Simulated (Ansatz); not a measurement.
Base system: La$_{2}$O$_{3}$ (space group P-3m1, No. 164; a = 3.906 Å, c = 6.040 Å). Axes: x lies along a and z along c of the hexagonal cell.

Perturbation: uniaxial strain ε_zz = +4.61 %, all other strain components held at zero; the atoms relax in the strained cell.

Levels (all Ansatz, a program for electronic structure, PAW): PBEsol (420 eV, no spin-orbit coupling); r2SCAN (500 eV, no spin-orbit coupling); HSE06 (420 eV, no SOC).

One geometry, relaxed with PBEsol, under each level:

```csv
level,band gap,lowest conduction level above the VBM at special points,pressure
PBEsol,3.78 eV,M 3.78 eV; K 3.81 eV; Γ 4.12 eV; H 4.14 eV,-4.24 GPa
r2SCAN,4.28 eV,M 4.29 eV; K 4.28 eV; Γ 4.69 eV; H 4.63 eV,-0.80 GPa
HSE06,5.34 eV,M 5.39 eV; K 5.34 eV; Γ 5.98 eV,–
```

Single points use the geometry relaxed with PBEsol. Their cutoffs differ, which shifts pressures a little. HSE06 gaps are upper bounds (no full band path). Stability against distortions was not tested.
